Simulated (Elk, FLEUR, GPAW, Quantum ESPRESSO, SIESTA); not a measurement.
# Code comparison for CdSe (F-43m, 2 atoms in the cell)

Self-consistent single point.

```xyz
2
Lattice="0.0000 3.0954 3.0954 3.0954 0.0000 3.0954 3.0954 3.0954 0.0000" Properties=species:S:1:pos:R:3 pbc="T T T"
Cd     0.0000     0.0000     0.0000
Se     4.6432     4.6432     4.6432
```

Shared settings, as Quantum ESPRESSO writes them: occupations = fixed; K_POINTS = automatic 5 5 5 0 0 0. Potentials and cutoffs stand in the table.

```csv
code,model,pressure (GPa),gap on the mesh (eV),cutoff
GPAW,"PBE, GPAW PAW datasets PBE (gpaw-data 1.0.1)",-0.11,0.489,550 eV
SIESTA,"GGA PBE, numerical atomic orbitals TZP, PseudoDojo PBE standard norm-conserving potentials (rewritten from UPF to PSML)",-1.63,0.599,grid 300 Ry
FLEUR,"PBE, all-electron FLAPW (FLEUR), scalar-relativistic valence",–,0.508,Kmax 4.2 1/bohr
Quantum ESPRESSO,"PBE, SSSP 1.1.2 efficiency (PBE) pseudopotentials",-0.44,0.470,45 Ry
Elk,"PBE, all-electron FP-LAPW, Elk's shipped species files, LAPW+lo basis",–,0.464,rgkmax 7.5
```

A dash marks a value that a program does not give, or that is left out as unsure.

Gaps are read on the mesh.

The spread over the programs that give each value: pressure within 1.52 GPa; gap on the mesh within 0.135 eV.

SIESTA uses small atom-centred bases, whose incompleteness enters pressures, forces and empty levels differently from a plane-wave cutoff. FLEUR and Elk treat all electrons, but the usual bases taken here (sphere radii, linearisation, local orbitals, empty states) were not tested for convergence, so the values are no reference for the others. In the pressure, SIESTA (by 1.36) lies more than 1 GPa from the median of the plane-wave programs.

On the base mesh (6 6 6 0 0 0) the same programs gave: Quantum ESPRESSO pressure -0.47 GPa, gap on the mesh 0.474 eV; GPAW pressure -0.14 GPa, gap on the mesh 0.492 eV; Elk gap on the mesh 0.467 eV; FLEUR gap on the mesh 0.512 eV; SIESTA pressure -1.66 GPa, gap on the mesh 0.603 eV.

The starting cell comes from a database of computed structures (which also holds hypothetical and non-ambient phases and stackings), without a prior relaxation at this level. Its lattice was rescaled by a random factor within 2.5 % of one.

Left out of this page: CP2K (on another mesh).
